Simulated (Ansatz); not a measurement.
**CaFeSi₂O₆ (C2/c, No. 15)**

These are r²SCAN-D4 in Ansatz (plane waves, PAW) values and carry that method's errors.

Run with plane-wave cutoff 500 eV, 6×6×8 k mesh (along the axes of the cell as run), gaussian smearing 0.02 eV, spin-polarised with parallel moments, scalar-relativistic PAW data made under PBE.

Cell: relaxed at this level.

| Property | Value |
|---|---|
| volume per atom | 11.11 Å³/atom |
| band gap | 0.79 eV (on the SCF k mesh) |

Note: the magnetic order was assumed, not searched for or taken from measurement; a distance lies near a switch of the dispersion term, which can move the cell; the relaxation could not lower the start's symmetry, so the cell can be a saddle point above a distorted one; a magnet's gap depends somewhat on the PAW data.

Ansatz is a program for electronic structure.
